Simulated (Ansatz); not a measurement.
Partial pair distribution functions of a relaxed model of amorphous Si24O51Sc2, broadened by 0.06 Å; density 2.28 g/cm³. Computed with PBE, scalar-relativistic without spin-orbit coupling (plane waves to 420 eV, PAW; Ansatz, an electronic-structure program).

It comes from a melt-quench run on a machine-learned potential (CHGNet), relaxed afterwards by DFT. O atoms were pushed apart under 1.9 Å during the dynamics, to hinder bonds among them. The hot cell started wider than the set density and was brought back towards it in steps. It is the lowest in DFT energy of 2 quenches. It is a model cell: composition and starting density were chosen by hand, and all elements were melted together. No dispersion term was used. Its density started from a set value of 2.28 and ended at 2.28 g/cm³. The simulated quench (nominally 480 K/ps over its main leg) is rapid and tends to freeze in more defects than a deposited or slowly cooled glass has. One small periodic cell is one sample of the glass; other quenches scatter about these values. The volume was held where the preparation left it and the shape relaxed, at a PBE pressure of -2.0 GPa (tension). Stress components on the final sampling reach 2.0 GPa.

```json
[
 {"r (Å)": "1.35", "g Si-O": "0.00", "g O-Sc": "0.00", "g Si-Si": "0.00", "g O-O": "0.00"},
 {"r (Å)": "1.45", "g Si-O": "0.29", "g O-Sc": "0.00", "g Si-Si": "0.00", "g O-O": "0.00"},
 {"r (Å)": "1.55", "g Si-O": "6.64", "g O-Sc": "0.00", "g Si-Si": "0.00", "g O-O": "0.00"},
 {"r (Å)": "1.65", "g Si-O": "15.40", "g O-Sc": "0.00", "g Si-Si": "0.00", "g O-O": "0.00"},
 {"r (Å)": "1.75", "g Si-O": "4.18", "g O-Sc": "0.04", "g Si-Si": "0.00", "g O-O": "0.00"},
 {"r (Å)": "1.85", "g Si-O": "0.39", "g O-Sc": "1.52", "g Si-Si": "0.00", "g O-O": "0.00"},
 {"r (Å)": "1.95", "g Si-O": "0.01", "g O-Sc": "5.82", "g Si-Si": "0.00", "g O-O": "0.00"},
 {"r (Å)": "2.05", "g Si-O": "0.00", "g O-Sc": "4.11", "g Si-Si": "0.00", "g O-O": "0.00"},
 {"r (Å)": "2.15", "g Si-O": "0.00", "g O-Sc": "3.29", "g Si-Si": "0.00", "g O-O": "0.00"},
 {"r (Å)": "2.25", "g Si-O": "0.00", "g O-Sc": "0.60", "g Si-Si": "0.01", "g O-O": "0.02"},
 {"r (Å)": "2.35", "g Si-O": "0.00", "g O-Sc": "0.66", "g Si-Si": "0.22", "g O-O": "0.27"},
 {"r (Å)": "2.45", "g Si-O": "0.00", "g O-Sc": "1.23", "g Si-Si": "0.29", "g O-O": "0.71"},
 {"r (Å)": "2.55", "g Si-O": "0.00", "g O-Sc": "1.41", "g Si-Si": "0.02", "g O-O": "2.68"},
 {"r (Å)": "2.65", "g Si-O": "0.01", "g O-Sc": "0.86", "g Si-Si": "0.01", "g O-O": "5.84"},
 {"r (Å)": "2.75", "g Si-O": "0.06", "g O-Sc": "0.07", "g Si-Si": "0.24", "g O-O": "3.71"},
 {"r (Å)": "2.85", "g Si-O": "0.05", "g O-Sc": "0.00", "g Si-Si": "0.88", "g O-O": "1.33"},
 {"r (Å)": "2.95", "g Si-O": "0.13", "g O-Sc": "0.00", "g Si-Si": "2.62", "g O-O": "0.92"},
 {"r (Å)": "3.05", "g Si-O": "0.23", "g O-Sc": "0.10", "g Si-Si": "3.61", "g O-O": "0.48"},
 {"r (Å)": "3.15", "g Si-O": "0.26", "g O-Sc": "0.59", "g Si-Si": "3.99", "g O-O": "0.45"},
 {"r (Å)": "3.25", "g Si-O": "0.64", "g O-Sc": "0.32", "g Si-Si": "2.85", "g O-O": "0.48"},
 {"r (Å)": "3.35", "g Si-O": "0.85", "g O-Sc": "0.60", "g Si-Si": "0.43", "g O-O": "0.34"},
 {"r (Å)": "3.45", "g Si-O": "0.98", "g O-Sc": "0.66", "g Si-Si": "0.04", "g O-O": "0.61"},
 {"r (Å)": "3.55", "g Si-O": "1.33", "g O-Sc": "0.64", "g Si-Si": "0.30", "g O-O": "0.76"},
 {"r (Å)": "3.65", "g Si-O": "1.30", "g O-Sc": "0.74", "g Si-Si": "0.20", "g O-O": "0.81"},
 {"r (Å)": "3.75", "g Si-O": "1.25", "g O-Sc": "1.50", "g Si-Si": "0.17", "g O-O": "0.83"},
 {"r (Å)": "3.85", "g Si-O": "1.45", "g O-Sc": "2.29", "g Si-Si": "0.22", "g O-O": "0.61"},
 {"r (Å)": "3.95", "g Si-O": "1.71", "g O-Sc": "2.02", "g Si-Si": "0.47", "g O-O": "0.59"},
 {"r (Å)": "4.05", "g Si-O": "1.77", "g O-Sc": "1.52", "g Si-Si": "0.86", "g O-O": "0.65"},
 {"r (Å)": "4.15", "g Si-O": "1.77", "g O-Sc": "0.64", "g Si-Si": "0.58", "g O-O": "0.66"},
 {"r (Å)": "4.25", "g Si-O": "1.79", "g O-Sc": "1.41", "g Si-Si": "0.37", "g O-O": "0.85"},
 {"r (Å)": "4.35", "g Si-O": "1.44", "g O-Sc": "1.61", "g Si-Si": "0.51", "g O-O": "0.85"},
 {"r (Å)": "4.45", "g Si-O": "0.71", "g O-Sc": "1.54", "g Si-Si": "1.42", "g O-O": "0.88"},
 {"r (Å)": "4.55", "g Si-O": "0.87", "g O-Sc": "0.94", "g Si-Si": "1.38", "g O-O": "0.99"},
 {"r (Å)": "4.65", "g Si-O": "0.80", "g O-Sc": "0.95", "g Si-Si": "0.77", "g O-O": "0.85"},
 {"r (Å)": "4.75", "g Si-O": "0.65", "g O-Sc": "1.47", "g Si-Si": "1.01", "g O-O": "1.26"},
 {"r (Å)": "4.85", "g Si-O": "0.77", "g O-Sc": "1.47", "g Si-Si": "1.32", "g O-O": "1.35"},
 {"r (Å)": "4.95", "g Si-O": "0.72", "g O-Sc": "0.49", "g Si-Si": "1.24", "g O-O": "1.47"},
 {"r (Å)": "5.05", "g Si-O": "0.70", "g O-Sc": "0.40", "g Si-Si": "1.01", "g O-O": "1.82"},
 {"r (Å)": "5.15", "g Si-O": "0.76", "g O-Sc": "0.61", "g Si-Si": "1.22", "g O-O": "1.45"}
]
```

Within 1.96 Å each Si has 4.04 O neighbours on average.
